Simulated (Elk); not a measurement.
Worked example: self-consistent single point of MnZn₃ (Pm-3m, 4 atoms in the cell) in Elk.

Method of the run: LDA (PW92), all-electron FP-LAPW, Elk's shipped species files, default APW+lo basis (Elk 10.2.4).

```yaml
crystal:
  lattice:
    - [3.72623, 0.00000, 0.00000]
    - [0.00000, 3.72623, 0.00000]
    - [0.00000, 0.00000, 3.72623]
  atoms:
    - { symbol: Mn, position: [0.00000, 0.00000, 0.00000], spin: 4.0 }
    - { symbol: Zn, position: [0.00000, 0.50000, 0.50000] }
    - { symbol: Zn, position: [0.50000, 0.00000, 0.50000] }
    - { symbol: Zn, position: [0.50000, 0.50000, 0.00000] }
```
(The spins are starting values, not results.)

Reference input (self-consistent single point, DFT, PBEsol, all-electron FP-LAPW, Elk's shipped species files, default APW+lo basis): xctype = 22; spinpol = true; rgkmax = 7; stype = 3; swidth = 0.00367493 Ha; ngridk = 6 6 6; reducebf = 0.8; bfcmt = [[0.0, 0.0, -4.0], [0.0, 0.0, 0.0], [0.0, 0.0, 0.0], [0.0, 0.0, 0.0]]. This run's input differs from it in these lines:

```diff
@@ -4,3 +4,3 @@
 xctype
-  22
+  3
```

The program printed (abridged):

```
│ Self-consistent loop started │
│ Loop number : 1 │
 total energy                :     -6531.53885650
 total moment                :    2.100998726
│ Loop number : 2 │
 total energy                :     -6531.78681504
 total moment                :    2.173454441
RMS change in Kohn-Sham potential (target) :   0.4465080395     (  0.1000000000E-05)
Absolute change in total energy (target)   :   0.2479585378     (  0.1000000000E-03)
│ Loop number : 3 │
 total energy                :     -6535.85580300
 total moment                :    2.230107906
RMS change in Kohn-Sham potential (target) :   0.3658574915     (  0.1000000000E-05)
   [... lines left out ...]
│ Loop number : 36 │
 total energy                :     -6536.86248296
 total moment                :    2.024163438
RMS change in Kohn-Sham potential (target) :   0.1904713622E-05 (  0.1000000000E-05)
Absolute change in total energy (target)   :   0.8730697118E-05 (  0.1000000000E-03)
│ Loop number : 37 │
 total energy                :     -6536.86244035
 total moment                :    2.023232996
RMS change in Kohn-Sham potential (target) :   0.5472795304E-06 (  0.1000000000E-05)
Absolute change in total energy (target)   :   0.4479582094E-04 (  0.1000000000E-03)
Convergence targets achieved

│ Loop number : 38 │

Energies :
 Fermi                       :     0.264534759801
 xc effective B-field        :    -0.858485638407E-01
 external B-field            :      0.00000000000
 total energy                :     -6536.86242735
 (external B-field energy excluded from total)

Density of states at Fermi energy :    61.37088773
 (states/Hartree/unit cell)

Estimated indirect band gap :   0.7489861751E-03
 from k-point      9 to k-point     10
Estimated direct band gap   :   0.5445954186E-02
 at k-point      9

Charges :
 core                        :    46.00000000
 valence                     :    69.00000000
 interstitial                :    3.654620713
 muffin-tins (core leakage)
  species :    1 (Mn)
   atom    1                 :    23.92412866     ( -0.5790923296E-12)
  species :    2 (Zn)
   [... lines left out ...]

Moments :
 interstitial                :  -0.1513162312E-01
 muffin-tins
  species :    1 (Mn)
   atom    1                 :    2.221780842
  species :    2 (Zn)
   atom    1                 :  -0.6125914763E-01
   atom    2                 :  -0.6125914763E-01
   atom    3                 :  -0.6125914763E-01
 total in muffin-tins        :    2.038003399
 total moment                :    2.022871776

│ Self-consistent loop stopped │
```

The run converged in 38 iterations. The count includes the last loop, which Elk runs after its targets are met. Against the reference run the size of the net moment goes from 0.57 to 0.51 μB/atom.

The starting cell comes from a database of computed structures (which also holds hypothetical and non-ambient phases and stackings), without a prior relaxation at this level. Its lattice was rescaled by a random factor within 2.5 % of one. With one magnetic atom in the cell only a parallel order is possible. Values depend on the basis (sphere radii, cutoffs, local orbitals), which need not be converged. The log's line on a gap gives a spacing of levels on this mesh, which the program prints for metals too.

Cost on one core of a shared machine: roughly 60 s.
